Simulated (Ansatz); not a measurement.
Take ZnO in the wurtzite structure (space group P6_3mc, No. 186) as the base.

```cif
data_O2Zn2
_chemical_formula_sum 'Zn2 O2'
_space_group_name_H-M_alt 'P 1'
_space_group_IT_number 1
_cell_length_a 3.23524
_cell_length_b 3.23524
_cell_length_c 5.21128
_cell_angle_alpha 90.000
_cell_angle_beta 90.000
_cell_angle_gamma 120.000
loop_
_space_group_symop_operation_xyz
  'x, y, z'
loop_
_atom_site_label
_atom_site_type_symbol
_atom_site_fract_x
_atom_site_fract_y
_atom_site_fract_z
_atom_site_occupancy
Zn1 Zn 0.66667 0.33333 0.00243 1
Zn2 Zn 0.33333 0.66667 0.50243 1
O1 O 0.66667 0.33333 0.62277 1
O2 O 0.33333 0.66667 0.12277 1
```

Computed with r2SCAN (Ansatz, a program for electronic structure), scalar-relativistic without spin-orbit coupling, earlier PAW set.

For the base:

```
Item                           Result
----------------------------  -------
Gap between the host's bands  1.23 eV
```

Modification: 0.236 electrons added to each cell, a density of 5.0×10^21 cm⁻³, with a uniform compensating background at fixed cell and a 300 K Fermi–Dirac width.

Problem. How does this affect the gap between the host's bands and Fermi level from band edge?

Solution. The gap between the host's bands shrinks by 0.106 eV (1.23 eV → 1.13 eV); the Fermi level relative to the doped band's edge (positive inside the band; to 0.05 eV) amounts to +2.35 eV.

Charged cell with a jellium background: band edges are those of the host's band count, energies are not comparable with the neutral cell, and many-body gap narrowing is missing. Stability against distortions was not tested.
